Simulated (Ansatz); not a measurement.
## Effect of Te on a Ru site, symmetric start on Ru

The parent structure is a 28-atom supercell of Ru in the hcp (Mg type) structure (space group P6_3/mmc, No. 194; a = 2.692 Å, c = 4.246 Å) at its relaxed geometry.

Perturbation: one Ru atom is replaced by Te, atoms relaxed at fixed cell.

All numbers come from PBEsol in Ansatz (plane waves to 420 eV, PAW, no SOC). Settings: 6×6×4 k-points, 0.05 eV Fermi–Dirac smearing.

```yaml
pressure: 5.7 GPa (base 0.0 GPa)
energy_gained_by_relaxation: 0.54 eV
largest_displacement_of_a_host_atom_from_its_site_in_the_perfect_cell: 0.07 Å
mean_distance_from_the_defect_site_to_its_nearest_host_atoms: 5.09 bohr (base 4.97 bohr)
```

Cost of the whole job for the changed cell (relaxation, final SCF and bands): roughly 17 core-minutes.

The cell is small, so the values are those of an ordered compound at a high defect concentration; dilute-limit values will differ. The defect started on the symmetric site and kept its symmetry, so it may sit on a saddle. All final runs are without spin polarisation. The defect cell is not spin-polarised.

Ansatz is an electronic-structure program.
